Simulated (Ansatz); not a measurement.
Cubic perovskite CsPbCl₃ (cubic high-temperature phase) was calculated with RPBE (Ansatz, a first-principles code, PAW).

Run with plane-wave cutoff 520 eV, 6×6×6 k mesh, Fermi–Dirac smearing 0.01 eV, scalar-relativistic PAW data made under PBE.

Pressure at four volumes; x = ln(V/40.224 Å³). One pressure is withheld.

```json
[
 {"V (Å³/atom)": "37.810", "x": "-0.0619", "P (GPa)": "?"},
 {"V (Å³/atom)": "38.615", "x": "-0.0408", "P (GPa)": "0.823"},
 {"V (Å³/atom)": "40.224", "x": "0.0000", "P (GPa)": "0.000"},
 {"V (Å³/atom)": "42.637", "x": "0.0583", "P (GPa)": "-0.936"}
]
```

Problem. Pass a parabola P(x) through the three rows shown, estimate the bulk modulus and its pressure derivative near zero pressure, and predict the withheld pressure.

Solution. Slopes between the rows: (0.000 − (0.823))/(0.0000 − (-0.0408)) = -20.17 and (-0.936 − (0.000))/(0.0583 − (0.0000)) = -16.05 GPa. Their difference over the span 0.0991 is c = 4.12/0.0991 = 41.6 GPa, so P(x) = 0.823 + (-20.17)(x − (-0.0408)) + 41.6 (x − (-0.0408))(x − (0.0000)). At the middle row B = −dP/dx = −[-20.17 + 41.6 × 0.0408] = 18.5 GPa, and B′ = dB/dP = 2c/B = 4.5. At x = -0.0619 the parabola gives 1.303 GPa; the run gives 1.310 GPa. The Birch–Murnaghan fit to the energies at all volumes has B0 = 18.4 GPa and B′ = 4.6.

Note: the cell is over a tenth larger than the published one: the level's own overestimate first of all, though another phase or state, or a fault of the published cell, is possible; the relaxation could not lower the start's symmetry, so the cell can be a saddle point above a distorted one.

Spin–orbit coupling is not included; it can shift volumes and moduli of such heavy elements.
